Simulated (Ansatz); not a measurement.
Polymorphs of CaF2, PBEsol, rigid bands (Ansatz, a quantum-chemistry and plane-wave program); geometry: cell and atoms relaxed with PBEsol.
- Fm-3m, primitive cell of 3: a = b = c = 3.8329 Å, α = β = γ = 60.00°
- Pmc2_1, primitive cell of 6: a = 3.4696 Å, b = 4.1056 Å, c = 5.8758 Å, α = β = γ = 90.00°

| Space group | volume per atom (Å³) | band gap | electron conductivity mass | hole conductivity mass | Seebeck coefficient, n-type 1e19 cm⁻³ |
|---|---|---|---|---|---|
| Fm-3m | 13.3 | 7.25 eV | 0.56 mₑ | ? | -225 μV/K |
| Pmc2_1 | 13.9 | 6.32 eV | 0.78 mₑ | 4.4 mₑ | -268 μV/K |

Task: What belongs in the gaps?

Result: 
- Fm-3m, hole conductivity mass: 2.0 mₑ

Masses are for dilute carriers at 300 K, harmonic means over directions unless an axis is named. Seebeck coefficients are for the stated density at 300 K, with one relaxation time for all states and whether or not that doping can be reached. Spin-orbit coupling is left out.

Computed structure with no diffraction record at hand here (it may be known, metastable or hypothetical): CaF2 (Pmc2_1).
